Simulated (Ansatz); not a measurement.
Base system: MgO in the rock salt structure (space group Fm-3m, No. 225; a = 4.214 Å). Axes: x, y, z lie along the cube axes.

It is then changed as follows: the symmetric strain tensor [0.0091 0.0035 -0.0080; 0.0035 -0.0065 -0.0046; -0.0080 -0.0046 -0.0008], atoms relaxed at fixed cell.

Levels (all Ansatz, a program for electronic structure, PAW): PBEsol (420 eV, no SOC); r2SCAN (500 eV, no SOC).

The geometry is relaxed with PBEsol.

```
Property                   Result
--------------------  -----------
PBEsol band gap           4.53 eV
PBEsol gap character  direct at Γ
PBEsol pressure         -0.19 GPa
```

Question: What does r2SCAN give at this geometry for the band gap, gap character and pressure?

Answer: The band gap increases by 0.99 eV, from 4.53 eV to 5.52 eV; the gap character is still direct at Γ; the pressure falls by 1.14 GPa (-0.19 GPa → -1.33 GPa).

Single points use the geometry relaxed with PBEsol. Their cutoffs differ, which shifts pressures a little. Whether these cells are dynamically stable was not tested. The base started in P3_121 and relaxed to Fm-3m at this level. Labels are those of the standard path for the cell's own space group.
